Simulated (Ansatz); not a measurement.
The reference is NiGe (space group Pnma, No. 62; a = 5.325 Å, b = 3.441 Å, c = 5.800 Å; non-magnetic). Axes: x, y, z lie along a, b, c of the conventional cell.

Level of theory: r2SCAN/PAW in Ansatz (an electronic-structure program), no spin-orbit coupling.

For the base:

- Shortest interatomic distance: 4.392 bohr
- Pressure: 0.0 GPa
- Band gap: zero

Modification: tensile biaxial strain of 2.41 % in the plane normal to [001], as in epitaxy on a mismatched substrate; the out-of-plane cell vector and the atoms relax.

### Question
What does the calculation give for the shortest interatomic distance, pressure and band gap after the change?

### Answer
The shortest interatomic distance rises by 0.0244 bohr (4.392 bohr → 4.417 bohr); the pressure (mean of the normal stresses, compression positive) goes from zero to -3.6 GPa; the band gap stays zero.

Without a gap, meshes like the base's 9×14×8 leave anisotropic stresses uncertain by several tenths of a GPa, and small strain energies with them. Whether these cells are dynamically stable was not tested. Seeded moments were not kept for the base. The final runs are not spin-polarised.
